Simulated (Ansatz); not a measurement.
The parent structure is BeTe in the rock salt structure (space group Fm-3m, No. 225; a hypothetical phase, not in the database extracts checked).

```
BeTe
1.0
    0.00000     2.68504     2.68504
    2.68504     0.00000     2.68504
    2.68504     2.68504     0.00000
Te Be
1 1
Direct
  0.00000   0.00000   0.00000
  0.50000   0.50000   0.50000
```

Cartesian axes are those of the cell as printed.

Calculations: r2SCAN (Ansatz, a quantum-chemistry and plane-wave program; PAW; 500 eV plane waves; no SOC).

Now apply this change: an isotropic linear strain of +2.55 %, atoms relaxed at fixed cell.

### Question
Predict the stress tensor and what it implies for the stiffness.

### Answer
Stress of the strained cell less that of the base (GPa, compression positive):
```
   -4.4     0.0     0.0
    0.0    -4.4     0.0
    0.0     0.0    -4.4
```

Then B = −ΔP/(ΔV/V₀) with ΔV/V₀ = 0.0785 gives secant stiffness values (nonlinear terms included at this strain): B ≈ 56 GPa.

As a check, the harmonic strain energy −½ V₀ Δσ:ε is 20 meV/atom; the computed energy rise is 22 meV/atom.

No phonon test of stability was made. The final runs are not spin-polarised.
